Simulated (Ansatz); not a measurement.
The reference is Sn in the diamond structure (space group Fd-3m, No. 227; a = 6.4745 Å; relaxed with 0.1 eV smearing).

Level of theory: Kohn–Sham DFT with the LDA functional, run in Ansatz (a quantum-chemistry and plane-wave program) with PAW and 420 eV plane waves, scalar-relativistic without spin-orbit coupling.

For the base:

* **Pressure**: 0.0 GPa
* **Band gap**: zero

Now apply this change: an isotropic linear strain of −1.50 %; the atoms relax in the strained cell.

### Question
How does this affect the energy relative to the base, pressure and band gap?

### Answer
The energy rises by 10 meV/atom; the pressure goes from zero to 2.3 GPa; the band gap is still zero.

Stability against distortions was not tested.
